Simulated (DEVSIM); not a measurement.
# abrupt Si p-n junction

Device: abrupt Si p-n junction, at 300 K.

```tsv
layer (left to right)	material	thickness (μm)	Nd (cm⁻³)	Na (cm⁻³)	τn (s)	τp (s)
1	Si	11.0	-	3.9e17	2.5e-5	2.5e-5
2	Si	3.70	3.3e16	-	2.5e-5	2.5e-5
```

Left contact: ohmic. Right contact: ohmic. Voltage is applied to the left contact. Recombination: SRH at mid-gap, radiative. Gap narrowing is on: ΔEg = 6.92 meV × (l + √(l² + 0.5)), l = ln(N/1.3e17 cm⁻³), shared equally by both band edges. Mobility is constant in doping.

The device is made up for the run: typed textbook-type constants, with dimensions and the other settings drawn at random. Values at 300 K.

| parameter | Si |
|---|---|
| gap (eV) | 1.124 |
| affinity (eV) | 4.05 |
| permittivity | 11.7 |
| Nc (cm⁻³) | 2.86e19 |
| Nv (cm⁻³) | 3.1e19 |
| μn (cm²/Vs) | 1417 |
| μp (cm²/Vs) | 470 |
| B (cm³/s) | 4.7e-15 |

Simulated with DEVSIM: 1D drift-diffusion, Boltzmann statistics, complete ionisation; no tunnelling, impact ionisation, image-force lowering or self-heating.

| Item | Value |
|---|---|
| Potential step across the device at zero bias | 0.827 V |
| Largest field in the device at zero bias | 86000 V/cm |
| Dark forward voltage at 1 A/cm² | 0.634 V |
| Dark forward voltage at 100 A/cm² | 0.761 V |

Small-signal capacitance in reverse bias (quasi-static):

```json
[
 {"V (V)": "-0.4", "C (nF/cm²)": "46.3"},
 {"V (V)": "-1", "C (nF/cm²)": "37.7"},
 {"V (V)": "-2", "C (nF/cm²)": "30.2"},
 {"V (V)": "-3", "C (nF/cm²)": "25.9"},
 {"V (V)": "-4", "C (nF/cm²)": "23.0"}
]
```

Dark forward current:

(V (V), J (A/cm²)): (0.05, 2.3e-10); (0.10, 1.4e-9); (0.20, 5.6e-8); (0.25, 3.7e-7); (0.35, 1.8e-5); (0.40, 0.00012); (0.45, 0.00084); (0.55, 0.040); (0.60, 0.27); (0.65, 1.9); (0.75, 72); (0.80, 300); (0.90, 2000); (0.95, 3700)
